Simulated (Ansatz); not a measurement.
# CaS: energy against strain

CaS (rock salt, Fm-3m, 22.345 Å³/atom at rest) under an equal strain ε in the (111) plane with the normal axis free, as in a coherent film. PBEsol in Ansatz, a plane-wave DFT program (PAW, default set), 420 eV, 10×10×10 Γ-centred mesh, Fermi-Dirac smearing 0.05 eV; ions are relaxed within the symmetry of each cell.

Here s stands for strain and y for E less E0.

```
strain (%)  E less E0 (meV/atom)
----------  --------------------
-2.50                          ?
-1.25                       2.61
-0.83                       1.14
-0.42                       0.29
0.00                        0.00
0.42                        0.29
0.83                        1.12
1.25                        2.51
```

Fit y of the 7 rows that show it with a parabola. Least squares gives y = 0.001 - 0.0292·s + 1.6380·s². Residuals (row less fit): 0.013, -0.014, -0.012, -0.001, 0.012, 0.015, -0.014; standard error 0.016 (degrees of freedom: 4). Twice the quadratic coefficient over the volume, 2 × 1.6380 meV × 10⁴ × 0.1602 / 22.345 Å³, is twice the biaxial elastic modulus of this plane = 235 ± 1.5 GPa.

**Question.** Predict the withheld y at s = -2.50 from the fit, and compare with the calculation.

**Answer.** y = 0.001 - 0.0292 × (-2.50) + 1.6380 × (-2.50)² = 10.312 meV/atom. The calculation gives 10.70 meV/atom, 0.388 meV/atom above the prediction (3.6 % of the range of y in the table). The row lies outside the fitted rows, so this is an extrapolation. From the scatter of the fitted rows alone, a prediction at this place has a standard error of 0.063 meV/atom, so the miss is 6.2 times that.

One order more, fitted to all 13 runs of the series, follows each within 0.01, so the miss is the next term of a smooth law. Rows are the converged runs of the series near zero and its far end; series whose fitted rows scatter by over a few per cent of the range, as at a crossing or softening among them, aren't shown in this form. Most that stay on the fit to the last digits aren't either.
